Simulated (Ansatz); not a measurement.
## Response to strain in Mo

Take Mo in the bcc (W type) structure (space group Im-3m, No. 229; a = 3.151 Å; relaxed with 0.1 eV smearing) as the base. Axes: x, y, z lie along the cube axes.

Strains are applied to the cell and any free atomic positions relax; under biaxial strain the out-of-plane vector relaxes too.

Level of theory: Kohn–Sham DFT with the r2SCAN functional, run in Ansatz (a program for electronic structure) with PAW and 500 eV plane waves, no SOC, earlier PAW set.

Notes on the quantities. pressure: mean of the normal stresses, compression positive.

| change | pressure | space group | shortest interatomic distance |
|---|---|---|---|
| base | 0.0 GPa | Im-3m (No. 229) | 2.729 Å |
| biaxial strain −3.71 %, plane normal [001], relaxed out of plane | 14.8 GPa | I4/mmm (No. 139) | 2.689 Å |
| biaxial strain −1.76 %, plane normal [111], relaxed out of plane | 5.1 GPa | R-3m (No. 166) | 2.692 Å |
| isotropic strain +0.18 % | -1.5 GPa | Im-3m (No. 229) | 2.734 Å |
| uniaxial strain ε_xx = +1.06 % | -2.8 GPa | I4/mmm (No. 139) | 2.739 Å |
| uniaxial strain ε_zz = −0.75 % | 2.1 GPa | I4/mmm (No. 139) | 2.722 Å |
| uniaxial strain ε_zz = −0.19 % | 0.5 GPa | I4/mmm (No. 139) | 2.727 Å |
| uniaxial strain ε_zz = +5.83 % | -13.3 GPa | I4/mmm (No. 139) | 2.783 Å |
| tensor shear ε_yz = −3.10 % | 0.7 GPa | Fmmm (No. 69) | 2.673 Å |
| tensor shear ε_xz = +0.68 % | 0.0 GPa | Fmmm (No. 69) | 2.717 Å |

Whether these cells are dynamically stable was not tested. All final runs are without spin polarisation.
